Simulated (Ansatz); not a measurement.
Reference: SrHfO3 (Pm-3m), PBEsol with spin-orbit coupling, rigid bands (plane waves, PAW; Ansatz, an electronic-structure program); geometry: cell and atoms relaxed with PBEsol.

```
CELL_PARAMETERS angstrom
      4.10579     0.00000     0.00000
      0.00000     4.10579     0.00000
      0.00000     0.00000     4.10579
ATOMIC_POSITIONS crystal
  Sr 0.50000 0.50000 0.50000
  Hf 0.00000 0.00000 0.00000
  O  0.00000 0.50000 0.00000
  O  0.50000 0.00000 0.00000
  O  0.00000 0.00000 0.50000
```

band gap: 3.64 eV
electron conductivity mass: 0.53 mₑ
hole conductivity mass: 2.1 mₑ
Seebeck coefficient, n-type 1e19 cm⁻³: -281 μV/K

### Question
Swap Hf for Ti, keeping the structure type. How do these values move?

### Answer
SrTiO$_{3}$ (Pm-3m): volume per atom 13.8 to 11.8 Å³; band gap falls (3.64 eV to 1.84 eV); electron conductivity mass rises (0.53 mₑ to 0.65 mₑ); hole conductivity mass falls (2.1 mₑ to 1.86 mₑ); Seebeck coefficient, n-type 1e19 cm⁻³ rises in size (-281 μV/K to -391 μV/K).

Moves up to 5 % count as about the same. Masses are for dilute carriers at 300 K, harmonic means over directions unless an axis is named. Seebeck coefficients are for the stated density at 300 K, with one relaxation time for all states and whether or not that doping can be reached.

Formula and space group known from diffraction (Crystallography Open Database), not checked to be the room-temperature form: SrHfO3 (Pm-3m).
